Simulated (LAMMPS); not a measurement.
LAMMPS input (classical MD, pair style tersoff/mod/c, file Si.tersoff.modc):

```
units metal
atom_style atomic
atom_modify map array
boundary p p p
read_data cell.data
replicate 6 6 6
pair_style tersoff/mod/c
pair_coeff * * Si.tersoff.modc Si
mass 1 28.0850
neighbor 1.5 bin
neigh_modify every 1 delay 0 check yes one 6000 page 200000
timestep 0.001
compute xu all property/atom xu yu zu
thermo_style custom step temp pe etotal enthalpy press vol lx ly lz
thermo_modify norm no flush no
thermo 1000
fix br all box/relax aniso 0 vmax 0.001
min_style cg
minimize 0 0.0001 3000 15000
unfix br
velocity all create 400 4634639 dist gaussian mom yes
fix md0 all npt temp 200 200 0.1 aniso 0 0 1.0 drag 1.0
run 10000
unfix md0
fix md0 all npt temp 200 200 0.1 aniso 0 0 1.0
run 30000
unfix md0
change_box all x final 0 32.64593 y final 0 32.64714 z final 0 32.64573 remap units box
fix md0 all nvt temp 200 200 0.1
run 3000
unfix md0
fix md0 all nvt temp 200 200 1.0
run 30000
unfix md0
fix md0 all nve
run 8000
unfix md0
```

cell.data:

```
Si8

8 atoms
1 atom types

0 5.431000 xlo xhi
0 5.431000 ylo yhi
0 5.431000 zlo zhi

Masses

1 28.0850 # Si

Atoms # atomic

1 1 0.000000 0.000000 2.715500
2 1 1.357750 4.073250 1.357750
3 1 0.000000 2.715500 0.000000
4 1 1.357750 1.357750 4.073250
5 1 2.715500 0.000000 0.000000
6 1 4.073250 4.073250 4.073250
7 1 2.715500 2.715500 2.715500
8 1 4.073250 1.357750 1.357750
```

### Question
Give the state found, the enthalpy per atom, the first peak of g(r), the coordination number as this potential yields it.

### Answer
state found: crystal; no diffusion seen in 30 ps; enthalpy per atom: -4.5773 ± 0.0001 eV; first peak of g(r): 2.35 Å, height 11.0; coordination number: 4.00 (counted to 3.06 Å).
